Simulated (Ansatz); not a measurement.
An Ansatz (a program for electronic structure) run: Nb5Si3 with a change (pressure 10 GPa); PBEsol (Ansatz, PAW, scalar-relativistic without spin-orbit coupling).

Input:

Ansatz 0.2 input:
```yaml
crystal:
  lattice:
    - [7.4232895205, 0, 0]
    - [-3.7116447603, 6.4287573044, 0]
    - [0, 0, 5.1580791468]
  atoms:
    - { symbol: Nb, position: [0.7524835301, 0, 0.75] }
    - { symbol: Nb, position: [0.2475164699, 0, 0.25] }
    - { symbol: Nb, position: [0.7524835301, 0.7524835301, 0.25] }
    - { symbol: Nb, position: [0.2475164699, 0.2475164699, 0.75] }
    - { symbol: Nb, position: [0, 0.7524835301, 0.75] }
    - { symbol: Nb, position: [0, 0.2475164699, 0.25] }
    - { symbol: Nb, position: [0.6666666667, 0.3333333333, 0.5] }
    - { symbol: Nb, position: [0.3333333333, 0.6666666667, 0.5] }
    - { symbol: Nb, position: [0.3333333333, 0.6666666667, 0] }
    - { symbol: Nb, position: [0.6666666667, 0.3333333333, 0] }
    - { symbol: Si, position: [0.6054677404, 0, 0.25] }
    - { symbol: Si, position: [0.3945322596, 0, 0.75] }
    - { symbol: Si, position: [0.6054677404, 0.6054677404, 0.75] }
    - { symbol: Si, position: [0.3945322596, 0.3945322596, 0.25] }
    - { symbol: Si, position: [0, 0.6054677404, 0.25] }
    - { symbol: Si, position: [0, 0.3945322596, 0.75] }
basis: { ecutwfc: 420, ecutrho_ratio: 4, xc_grid: 2, fft_grid_basis: typed }
kpoints: { mp_grid: { grid: [6, 6, 7] } }
hamiltonian:
  xc: pbesol
  dispersion: none
  pseudopotentials: { kind: paw }
scf: { occupations: { method: fermi_dirac, width: 0.05 } }
relax: { f_tol: 0.01, max_steps: 60, cell: { stress_tol: 0.02, p_target: 10 } }
output: { forces: true, stress: true }
checkpoint: { write: state.ck, write_every: 1000 }
```

Output (explanatory and most iteration lines left out):

```
Relaxation: its limit of steps is 60 (relax.max_steps)
Pseudopotential: Nb, paw, valence charge 13
Pseudopotential: Si, paw, valence charge 4
Crystal: 16 atoms, lattice volume = 246.157 Å³
Basis set: ecut = 420 eV, 4817 PW (Γ), exchange–correlation on 100×100×72 points (8 copies of the dense FFT grid, shifted against one another)
Bands: 93, of which v1, the nominal top of the filled ones, is band 77 counted from 1 (76 counted from 0)
Symmetry: 24 space group operations
Space group: P63/mcm (ITA 193), of the structure as read, at distance tolerance 6.3e-5 Å
k-points: 28 of 252
Functional: x = pbesol(κ = 0.804, μ = 0.12345679012345678), c = pbesol(β = 0.046)
SCF iter   1: F=—  HF=-48693.641658 eV  |F-HF|=—  |Δ(HF+E_count)|=         —  Δρ=4.96e-3  dr2=5.21e-2  ethr=1.77e-3  ⟨swp⟩=6.0  Hψ=10184  notcnv=0  defer=14
SCF iter   2: F=—  HF=-48693.630543 eV  |F-HF|=—  |Δ(HF+E_count)|=   1.11e-2  Δρ=2.91e-3  dr2=2.11e-2  ethr=3.38e-5  ⟨swp⟩=1.8  Hψ=3038  notcnv=0  defer=40
SCF 1 converged in 7 iterations: F = -48693.625275 eV  dr2 = 3.38e-9
relax step   1: F+E_penalty+E_count = -48693.62527538 eV  Δ(F+E_penalty+E_count) = +0.000e0 eV  max|allowed force component| = 3.072e-3 eV/Å  Δτ_max = 0.0000 Å  P = +7.500 GPa  Ω = 246.157 Å³  (7 SCF iters, dr2 threshold 1.00e-7 eV, accepted)
[... steps on the carried basis left out ...]
relax step   6: F+E_penalty+E_count = -48693.48266949 eV  Δ(F+E_penalty+E_count) = +4.678e-4 eV  max|allowed force component| = 4.303e-4 eV/Å  Δτ_max = 0.0000 Å  P = +9.999 GPa  Ω = 243.542 Å³  stress off target by 2.92e-3 GPa  SCF on the basis re-selected at this cell (its energy is not comparable with the rows above)  (9 SCF iters)
SCF converged after 9 iterations
Free energy (F): -48693.482669 eV
Internal energy: -48693.405781 eV  (E = F + TS)
E sigma→0 (E₀):  -48693.444225 eV
Entropy (-TS):   -0.076889 eV (-4.806 meV/atom)
Fermi energy:    17.075826 eV
--- Forces (eV/Å), atoms counted from 1 ---
  atom   1  Nb     0.00010343     0.00000000     0.00000000
  atom   2  Nb    -0.00010343    -0.00000000     0.00000000
  atom   3  Nb     0.00005172     0.00008957     0.00000000
  atom   4  Nb    -0.00005172    -0.00008957     0.00000000
  atom   5  Nb    -0.00005172     0.00008957     0.00000000
  atom   6  Nb     0.00005172    -0.00008957     0.00000000
  atom   7  Nb     0.00000000    -0.00000000     0.00000000
  atom   8  Nb     0.00000000     0.00000000    -0.00000000
  atom   9  Nb     0.00000000     0.00000000     0.00000000
  atom  10  Nb    -0.00000000    -0.00000000    -0.00000000
  atom  11  Si     0.00043026     0.00000000     0.00000000
  atom  12  Si    -0.00043026    -0.00000000     0.00000000
  atom  13  Si     0.00021513     0.00037262     0.00000000
  atom  14  Si    -0.00021513    -0.00037262     0.00000000
  atom  15  Si    -0.00021513     0.00037262     0.00000000
  atom  16  Si     0.00021513    -0.00037262     0.00000000
--- Stress (GPa, compression-positive) ---
        9.997080       0.000000       0.000000
        0.000000       9.997080       0.000000
        0.000000       0.000000      10.001449
  P = ⅓ Tr σ = 9.9985 GPa (99.985 kbar)
--- Relaxed structure (5 steps of the walk, 4 accepted, 1 SCFs on fresh bases) ---
  cell:  # Å, volume = 243.5418 Å³
    - [7.397798169844869, 2.8768238869043744e-11, 0.0]
    - [-3.6988990849473486, 6.4066811471413, 0.0]
    - [0.0, 0.0, 5.138518705452464]
  atoms:
    - { symbol: Nb, position: [0.7530031548849596, 8.153788858648484e-20, 0.7500000000000001] }
    - { symbol: Nb, position: [0.24699684511504055, -5.834867922334681e-20, 0.25] }
    - { symbol: Nb, position: [0.7530031548849595, 0.7530031548849594, 0.25] }
    - { symbol: Nb, position: [0.24699684511504055, 0.24699684511504053, 0.7500000000000001] }
    - { symbol: Nb, position: [0.0, 0.7530031548849595, 0.7500000000000001] }
    - { symbol: Nb, position: [1.3877787807814457e-17, 0.24699684511504055, 0.25] }
    - { symbol: Nb, position: [0.6666666666666667, 0.33333333333333337, 0.5] }
    - { symbol: Nb, position: [0.3333333333333333, 0.6666666666666667, 0.5] }
    - { symbol: Nb, position: [0.3333333333333333, 0.6666666666666667, -7.778775657787163e-37] }
    - { symbol: Nb, position: [0.6666666666666667, 0.33333333333333337, 7.778775657787163e-37] }
    - { symbol: Si, position: [0.6051534168603137, -3.2893293865433254e-20, 0.25] }
    - { symbol: Si, position: [0.39484658313968635, 5.608250343051967e-20, 0.7500000000000001] }
    - { symbol: Si, position: [0.6051534168603137, 0.6051534168603135, 0.7500000000000001] }
    - { symbol: Si, position: [0.39484658313968646, 0.39484658313968635, 0.25] }
    - { symbol: Si, position: [0.0, 0.6051534168603137, 0.25] }
    - { symbol: Si, position: [-5.551115123125783e-17, 0.39484658313968635, 0.7500000000000001] }
```

Load acts through the strain it causes; cell and atoms are relaxed under it. Whether these cells are dynamically stable was not tested. No other phases were tried under pressure. All final runs are without spin polarisation. The cell was made from Nb5Si3 (space group P6_3/mcm, No. 193) by this change: pressure 10 GPa.
